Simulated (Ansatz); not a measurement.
The starting structures come from a database of crystals and need not be the phases stable at ambient conditions.

 Where the default PAW files enter, the runs use the earlier of Ansatz's two default sets.

## Evanescent states of InSe (P-6m2, not sure to be the ambient phase, 8 atoms a cell, 29.3 Å³ an atom) along the normal of (101)

Method: r2SCAN (plane waves, PAW; Ansatz, a first-principles code).

The gap is the functional's own. No spin-orbit coupling. Mid-gap values are interpolated on the energy grid.

Energies count from the valence-band top; κ is the least over a 8×2 mesh across the current.

```
E (eV)  κ (1/Å)  where
------  -------  -----
0.03      0.069      Γ
0.07      0.096      Γ
0.12      0.103      Γ
0.17        [?]      Γ
0.23      0.103      Γ
0.28        [?]      Γ
0.33        [?]      Γ
0.38        [?]      Γ
0.42        [?]      Γ
0.47        [?]      Γ
0.53        [?]      Γ
0.57      0.064      Γ
0.62      0.051      Γ
0.68      0.033      Γ
```

Question: Fill in the missing entries.

Answer: 
- 0.17, κ (1/Å): 0.104
- 0.28, κ (1/Å): 0.101
- 0.33, κ (1/Å): 0.097
- 0.38, κ (1/Å): 0.093
- 0.42, κ (1/Å): 0.087
- 0.47, κ (1/Å): 0.081
- 0.53, κ (1/Å): 0.073
